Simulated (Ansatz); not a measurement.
# Response to strain in SnO2

Start from SnO2 in the rutile structure (space group P4_2/mnm, No. 136).

```
SnO2
1.0
    4.76854     0.00000     0.00000
    0.00000     4.76854     0.00000
    0.00000     0.00000     3.21140
Sn O
2 4
Direct
  0.00000   0.00000   0.00000
  0.50000   0.50000   0.50000
  0.30630   0.30630   0.00000
  0.80630   0.19370   0.50000
  0.19370   0.80630   0.50000
  0.69370   0.69370   0.00000
```

Cartesian axes are those of the cell as printed.

Strains are applied to the cell and any free atomic positions relax; under stress the whole cell relaxes.

Computed with PBEsol in Ansatz (plane waves to 420 eV, PAW, no spin-orbit coupling), earlier PAW set.

Notes on the quantities. pressure: mean of the normal stresses, compression positive; energy relative to the base: free energy F.

```json
[
 {"case": "base", "band gap": "0.92 eV", "pressure": "0.0 GPa", "energy relative to the base": "0 meV/atom", "volume per atom": "12.17 Å³"},
 {"case": "isotropic strain +3.67 %", "band gap": "zero", "pressure": "[?]", "energy relative to the base": "+78 meV/atom", "volume per atom": "13.56 Å³"},
 {"case": "uniaxial strain ε_zz = −0.67 %", "band gap": "1.02 eV", "pressure": "1.57 GPa", "energy relative to the base": "+0.7 meV/atom", "volume per atom": "12.09 Å³"},
 {"case": "uniaxial strain ε_zz = +3.48 %", "band gap": "0.45 eV", "pressure": "-7.18 GPa", "energy relative to the base": "[?]", "volume per atom": "12.59 Å³"},
 {"case": "uniaxial stress, 3 GPa tension along z", "band gap": "0.85 eV", "pressure": "–", "energy relative to the base": "+1.2 meV/atom", "volume per atom": "12.20 Å³"},
 {"case": "tensor shear ε_yz = +3.83 %", "band gap": "0.90 eV", "pressure": "0.36 GPa", "energy relative to the base": "+20 meV/atom", "volume per atom": "12.15 Å³"}
]
```

Q: Complete the table.

A: 
- isotropic strain +3.67 %, pressure: -16.0 GPa
- uniaxial strain ε_zz = +3.48 %, energy relative to the base: +17 meV/atom

Stability under load was not tested beyond the relaxation. All final runs are without spin polarisation. Gaps under 0.05 eV, about the width of the smearing, are given as zero. A zero or small gap of SnO2 under isotropic strain +3.67 % can be the functional's error rather than a property of the material.

Ansatz is an electronic-structure program.
